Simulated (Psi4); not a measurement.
Psi4 1.11, unrestricted HF/def2-svpd: Ni(Br)(OH) ([OH][Ni][Br]), charge 0, multiplicity 3, 4 atoms. The geometry is a generated start, not checked to be a minimum at this level.

task: energy
method: scf
basis: def2-svpd
memory: 3 GB
maxiter: 100
keys of the molecule block: symmetry c1
scf_type: df (default)
e_convergence: 1e-06 (default)
d_convergence: 1e-06 (default)
basis functions: 106

```xyz
4

Ni    -0.0156     0.3433    -0.4818
Br    -0.2115     2.0997    -1.5717
O      0.1042    -0.9728     0.6188
H      0.1229    -1.4703     1.4347
```

Charge 0 and multiplicity 3 are set for this test and not shown to be the ground state.

With the defaults (guess = auto, which took SAD, diis_max_vecs = 10, damping_percentage = 0, diis = true, scf_initial_accelerator = adiis, soscf = false, soscf_start_convergence = 0.01) it converges in 30 SCF iterations. One run each on 2 threads, with these changes:
- diis_max_vecs = 6
- guess = sadno
- guess = sapgau
- soscf = true
- guess = huckel
- scf_initial_accelerator = ediis
- diis_max_vecs = 3
- damping_percentage = 60, diis = false, scf_initial_accelerator = none
- soscf = true, soscf_start_convergence = 0.001
- soscf = true, soscf_start_convergence = 0.1
- damping_percentage = 20

Task: Which of these changes keep the SCF from converging, or lead it to another solution?

Result: No convergence: diis_max_vecs = 3; damping_percentage = 20; damping_percentage = 60, diis = false, scf_initial_accelerator = none; soscf = true, soscf_start_convergence = 0.1 (the run ends without SCF convergence in 100 iterations). Another solution: guess = sapgau (2500 meV higher); soscf = true (170 meV lower); soscf = true, soscf_start_convergence = 0.001 (170 meV lower). The rest reach the solution of the defaults.

```csv
setting,SCF iterations,JK calls,end
the defaults,30,31,same solution
scf_initial_accelerator = ediis,30,31,same solution
guess = sadno,31,31,same solution
guess = huckel,34,60,same solution
diis_max_vecs = 6,43,44,same solution
guess = sapgau,23,23,"other solution, 2500 meV higher"
soscf = true,54,290,"other solution, 170 meV lower"
"soscf = true, soscf_start_convergence = 0.001",74,405,"other solution, 170 meV lower"
diis_max_vecs = 3,100,101,no convergence
damping_percentage = 20,100,101,no convergence
"damping_percentage = 60, diis = false, scf_initial_accelerator = none",100,101,no convergence
"soscf = true, soscf_start_convergence = 0.1",100,586,no convergence
```

An SOSCF iteration holds several JK calls; a Hückel guess adds calls on atoms. 1 further run of the study ended by our limits or in an error and is left out.
